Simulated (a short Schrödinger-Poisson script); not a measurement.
Stack: MOS inversion layer, SiO2 on p-type GaAs, at 300 K.

```tsv
layer	material	thickness (nm)	Na (cm⁻³)
1	SiO2	3.1	-
2	GaAs	310	2.5e18
```

Constants are typed, rounded textbook-type inputs, not results; the design itself was drawn at random and stands for no fabricated device. SiO2: permittivity 3.9, conduction-band edge (eV) 3.17, gap (eV) 9, electron mass (mₑ) 0.5. GaAs: permittivity 12.9, conduction-band edge (eV) 0, gap (eV) 1.424, Nv at 300 K (cm⁻³) 9e18.

Channel valleys (confinement mass, in-plane density-of-states mass, number): Γ 0.067, 0.067, 1. At the gate the conduction-band edge of layer 1 lies 3.76 eV − eVg above the Fermi level of the channel; the field vanishes at the back. Gaps are held at their typed values at every temperature. Mesh 0.03 nm at interfaces.

From a short Schrödinger-Poisson script (our own, NumPy): 1D Poisson equation in equilibrium, electrons quantum, Hartree (BenDaniel-Duke, 12 states a valley, the channel's in-plane mass for all, wave functions ending at the dielectric), parabolic valleys, classical holes, full ionisation, no traps, pinning or gate leakage.

The same stack at other levels of the model or other numerical settings:

```
run                                                                  sheet density of all electrons at Vg = 3 V (cm⁻²)  capacitance at Vg = 3 V (μF/cm²)  centroid of the channel electrons at Vg = 3 V (nm)  gate voltage at 1e11 electrons/cm² (V)  rough cost against the base
-------------------------------------------------------------------  -------------------------------------------------  --------------------------------  --------------------------------------------------  --------------------------------------  ---------------------------
base                                                                                                           3.76e12                             0.784                                                2.59                                    2.13                      about 1
electrons treated as classical, Boltzmann                                                                      8.09e12                              1.08                                                0.22                                    1.69                         0.06
electrons treated as classical, Fermi-Dirac                                                                    4.87e12                             0.813                                                1.22                                    1.73                          0.3
electrons treated as quantum, Hartree plus LDA exchange-correlation                                            3.91e12                             0.792                                                2.57                                    2.12                            1
mesh six times as coarse                                                                                       3.76e12                             0.784                                                2.58                                    2.13                          0.3
one subband a valley                                                                                           3.76e12                             0.784                                                2.59                                    2.13                          0.6
```

The classical rows ignore confinement, and Boltzmann statistics overrate the density once the band edge passes the Fermi level.

Above a few 1e12 electrons/cm² a light Γ valley is non-parabolic and upper valleys begin to fill, which the model leaves out.
